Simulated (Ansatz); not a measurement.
## Zr under a change: Zr → Y

Consider Zr in the hcp (Mg type) structure (space group P6_3/mmc, No. 194; a = 3.185 Å, c = 5.117 Å).

It is then changed as follows: full substitution Zr → Y, then cell and atoms are relaxed.

Calculations: PBEsol in Ansatz (plane waves to 420 eV, PAW, no SOC), earlier PAW set. Settings: 15×15×9 k-points, 0.05 eV Fermi–Dirac smearing, for the changed cell.

| quantity | base | changed | shift |
|---|---|---|---|
| volume per atom | 22.47 Å³ | 31.35 Å³ | +8.871 Å³ |
| density | 6.74 g/cm³ | 4.71 g/cm³ | -2.03 g/cm³ |
| c/a ratio | 1.607 | 1.552 | -0.055 |
| space group | P6_3/mmc (No. 194) | P6_3/mmc (No. 194) | – |
| band gap | zero | zero | – |

Stability against distortions was not tested. All final runs are without spin polarisation.

Ansatz is a quantum-chemistry and plane-wave program.
